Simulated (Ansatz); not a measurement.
## Carrier properties of CdTe under load (space group F-43m)

Given:

```
CELL_PARAMETERS angstrom
      0.00000     3.28818     3.28818
      3.28818     0.00000     3.28818
      3.28818     3.28818     0.00000
ATOMIC_POSITIONS crystal
  Cd 0.00000 0.00000 0.00000
  Te 0.25000 0.25000 0.25000
```

These are r2SCAN with spin-orbit coupling, rigid bands (plane waves, PAW; Ansatz, an electronic-structure program) values and carry that method's errors. Condition of this run: hydrostatic pressure of -1.5 GPa (compression positive) (the target of the relaxation). How the cell was made: cell and atoms relaxed with PBEsol, then loaded as said.

- band gap: 0.88 eV
- electron conductivity mass (300 K, dilute): 0.093 mₑ
- hole conductivity mass (300 K, dilute): 0.58 mₑ
- effective density of states N_c (300 K): 6.4e17 cm⁻³
- effective density of states N_v (300 K): 2.0e19 cm⁻³
- density-of-states mass, electrons: 0.086 mₑ
- density-of-states mass, holes: 0.87 mₑ
- Seebeck coefficient, n-type 1e19 cm⁻³, 300 K: -61 μV/K
- Seebeck coefficient, p-type 1e19 cm⁻³, 300 K: 279 μV/K
- best p-type power factor at 300 K for τ = 10 fs (best axis; densities from 1e16 to 1e21 cm⁻³ tried, whether or not they can be reached): 5.7 μW/(cm·K²) at 1e20 cm⁻³

Rigid bands; masses and Seebeck coefficients take one relaxation time τ for all states and one kind of carrier; polarons and phonon drag are left out. Geometry: cell and atoms relaxed with PBEsol.
